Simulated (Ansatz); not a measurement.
**ZrSe2: transverse stress against strain**

ZrSe2 (1T layered, P-3m1, 22.586 Å³/atom and stress up to 0.01 GPa in the relaxed cell, c along z) under a strain ε along c (axis z), the other axes held. PBEsol-D3(BJ) in Ansatz, a plane-wave DFT program (PAW, default set), 420 eV, 18×18×10 Γ-centred mesh, Fermi-Dirac smearing 0.10 eV; ions are relaxed, or left where forces stay under 0.02 eV/Å, within the symmetry of each cell. Against the start cell, which lies near the measured one, the relaxed cell differs by -10.3 % in volume and -4.9 % in c; the values below rest on it. Stress is positive for a compressed cell.

Here s stands for strain and y for stress xx.

| strain (%) | stress xx (GPa) |
|---|---|
| -3.00 | ? |
| -1.50 | 0.29 |
| -1.00 | 0.20 |
| -0.50 | 0.09 |
| 0.00 | 0.00 |
| 0.50 | -0.08 |
| 1.00 | -0.13 |
| 1.50 | -0.21 |

Fit y of the 7 rows that show it with a straight line. Means: s 0, y 0.023. About the means, the sum of products is -1.1650 and the sum of squares of s is 7.0000; the slope is their ratio. Least squares gives y = 0.023 - 0.1664·s. Residuals (row less fit): 0.017, 0.011, -0.016, -0.023, -0.020, 0.013, 0.017; standard error 0.020 (degrees of freedom: 5). The slope gives the elastic constant C13 = 16.6 ± 0.8 GPa (± standard error of the fit, which holds the terms cut off).

Problem. Predict the withheld y at s = -3.00 from the fit, and compare with the calculation.

Solution. y = 0.023 - 0.1664 × (-3.0) = 0.522 GPa. The calculation gives 0.69 GPa, 0.168 GPa above the prediction (18.7 % of the range of y in the table). The row lies outside the fitted rows, so this is an extrapolation. From the scatter of the fitted rows alone, a prediction at this place has a standard error of 0.032 GPa, so the miss is 5.2 times that.

A polynomial of degree 2 through the 12 other runs of the series gives 0.67 there, so most of the miss is curvature that the fit leaves out. This level leaves no gap over 0.05 eV at strain -3.00, -1.50, -1.00, -0.50, 0.00, 0.50, 1.00, 1.50 %. Rows are the converged runs of the series near zero and its far end; series whose fitted rows scatter by over a few per cent of the range, as at a crossing or softening among them, aren't shown in this form, nor equations of state whose B0' disagrees with the runs' pressures. Most that stay on the fit to the last digits aren't either.
